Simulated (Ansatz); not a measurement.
Ansatz (an electronic-structure program) run on AlN (P6_3mc, 4 atoms in the cell): self-consistent single point

Level of theory: PBE (plane waves, PAW; Ansatz).

The input file:

Ansatz 0.2 input:
```yaml
crystal:
  lattice:
    - [3.09323700, 0.00000000, 0.00000000]
    - [-1.54661800, 2.67882100, 0.00000000]
    - [0.00000000, 0.00000000, 4.96026800]
  atoms:
    - { symbol: Al, position: [0.66666700, 0.33333300, 0.49929000] }
    - { symbol: Al, position: [0.33333300, 0.66666700, 0.99929000] }
    - { symbol: N, position: [0.66666700, 0.33333300, 0.88071000] }
    - { symbol: N, position: [0.33333300, 0.66666700, 0.38071000] }
kpoints:
  mp_grid: { grid: [6, 6, 4] }
hamiltonian:
  xc: pbe
  pseudopotentials: { kind: paw }
scf:
  occupations: { method: fermi_dirac, width: 0.02 }
output:
  forces: true
  eigenvalues: true
  stress: true
```

The program printed (abridged):

```
WARN the atoms were moved onto the symmetric positions of the space group found under crystal.symmetry.tolerance 1.0e-5 (fractional …
WARN basis.ecutwfc = 420 eV, the default
Pseudopotentials: kind: paw
Pseudopotential: Al, paw, valence charge 3
Pseudopotential: N, paw, valence charge 5
Crystal: 4 atoms, lattice volume = 41.102 Å³
Basis set: ecut = 420 eV, 785 PW (Γ), exchange–correlation on 48×48×72 points (8 copies of the dense FFT grid, shifted against one another)
Bands: 12, of which v1, the nominal top of the filled ones, is band 8 counted from 1 (7 counted from 0)
Symmetry: 12 space group operations
Space group: P63mc (ITA 186), of the structure as read, at distance tolerance 3.5e-5 Å
k-points: 21 of 144 (time reversal used)
Initial density: superposition of atomic densities (neutral atoms: chi_scale 0, normalization atom), corrected by the library's trained network
Initial wavefunctions: pseudopotential atomic-orbital guess
Eigensolver: davidson
Functional: x = pbe(κ = 0.804, μ = 0.2195149727645171), c = pbe(β = 0.06672455060314922)
SCF iter   1: F=—  HF=-1848.473455 eV  |F-HF|=—  |Δ(HF+E_count)|=         —  Δρ=8.37e-4  dr2=1.44e-4  ethr=1.77e-3  ⟨swp⟩=6.2  Hψ=1682  notcnv=0
all-band conjugate gradients solve this SCF's bands
preconditioner: auto → none
SCF iter   2: F=—  HF=-1848.473742 eV  |F-HF|=—  |Δ(HF+E_count)|=   2.87e-4  Δρ=4.02e-4  dr2=2.15e-5  ethr=9.02e-7  ⟨swp⟩=2.3  Hψ=611  notcnv=0
SCF iter   3: F=—  HF=-1848.473610 eV  |F-HF|=—  |Δ(HF+E_count)|=   1.32e-4  Δρ=6.62e-5  dr2=6.69e-7  ethr=1.35e-7  ⟨swp⟩=2.3  Hψ=398  notcnv=0
iter 4 did not close the SCF: its close was put off for the readings that it lacked (scf_convergence_deferred on its scf_iter line)
SCF iter   4: F=-1848.473612 eV  HF=-1848.473612 eV  |F-HF|=1.19e-8  |Δ(HF+E_count)|=   2.13e-6  Δρ=9.08e-6  dr2=1.42e-8  ethr=4.18e-9  ⟨swp⟩=2.1  Hψ=415  notcnv=0
iter 5 did not close the SCF: its close was put off for the readings that it lacked (scf_convergence_deferred on its scf_iter line)
SCF iter   5: F=-1848.473612 eV  HF=-1848.473612 eV  |F-HF|=4.87e-10  |Δ(HF+E_count)|=   1.41e-8  Δρ=1.85e-6  dr2=7.42e-10  ethr=8.90e-11  ⟨swp⟩=2.5  Hψ=414  notcnv=0
SCF iter   6: F=-1848.473612 eV  HF=-1848.473612 eV  |F-HF|=8.19e-12  |Δ(HF+E_count)|=  2.16e-10  Δρ=2.00e-7  dr2=6.59e-12  ethr=4.64e-12  ⟨swp⟩=1.3  Hψ=800  notcnv=0
SCF 1 converged in 6 iterations: F = -1848.473612 eV  dr2 = 6.59e-12
SCF converged after 6 iterations
Free energy (F): -1848.473612 eV
Harris-Foulkes:  -1848.473612 eV  (|F-HF|=8.19e-12)
Internal energy: -1848.473612 eV  (E = F + TS)
E sigma→0 (E₀):  -1848.473612 eV
Fermi energy:    9.489609 eV
--- Per-component energies (eV) ---
  E_band       = 32.730187
  E_kinetic    = 320.476232
  E_local      = -445.157241  (includes V_loc(G=0)·N_el)
  E_nonlocal   = 111.161302
  E_hartree    = 154.791706
  E_xc         = -204.164639
  E_vxc        = -216.562084  (∫ρ·V_xc dr)
  E_paw        = -1190.560052  (= ΣΔE_a)
  E_vpaw       = -46.771634  (= ΣTr[D̂ρ^β])
  E_aug_tail   = 0.000196  (compensation charges beyond the density's cutoff)
  E_ewald      = -595.021116
  E_smearing   = -0.000000  (= −TS)
  E_closure    = -0.000000  (closes the sum)
  Σ components = -1848.473612   (vs F -1848.473612, Δ=0.00e0)
--- Forces (eV/Å), atoms counted from 1 ---
  atom   1  Al    -0.00000000    -0.00000000    -0.01817888
  atom   2  Al     0.00000000     0.00000000    -0.01817888
  atom   3  N      0.00000000    -0.00000000     0.01815885
  atom   4  N     -0.00000000     0.00000000     0.01815885
  max |Σ_I F_I| component: 4.01e-5 eV/Å
--- Stress (GPa, compression-positive) ---
        7.515860       0.000000       0.000000
        0.000000       7.515860       0.000000
        0.000000       0.000000       6.947353
  P = ⅓ Tr σ = 7.3264 GPa (73.264 kbar)
  The stress holds the Pulay correction. Without it, at fixed plane waves, as pw.x and ABINIT print it: P = 6.8252 GPa
--- Band table (eV; the first three rows and the last of 21) ---
  k-point 0: bands = ["-7.9466", "-5.7612", "1.2635", "6.4639", "6.4639", "7.1106", "7.1106", "7.3168", "11.6624", "14.1433", "18.0553", "18.6153"]
  k-point 1: bands = ["-7.7063", "-6.2037", "2.0746", "6.1083", "6.5536", "6.5536", "7.0108", "7.0108", "12.6207", "14.2601", "17.7216", "18.5818"]
  k-point 2: bands = ["-7.0452", "-7.0452", "3.9635", "3.9635", "6.7772", "6.7772", "6.7772", "6.7772", "13.9323", "13.9323", "17.7836", "17.7836"]
  k-point 20: bands = ["-5.3478", "-5.3478", "2.4581", "2.4581", "3.4135", "3.4135", "6.5235", "6.5235", "14.7880", "14.7880", "15.2447", "15.2447"]
```

The run converged in 6 iterations.

The starting cell comes from a database of computed structures (which also holds hypothetical and non-ambient phases and stackings), without a prior relaxation at this level. Its lattice was rescaled by a random factor within 2.5 % of one. With a pressure of about 7 GPa the cell is away from its equilibrium volume at this level. Ansatz's pressure includes its estimate of the finite-basis (Pulay) stress. Without the estimate this run gives 6.83 GPa.
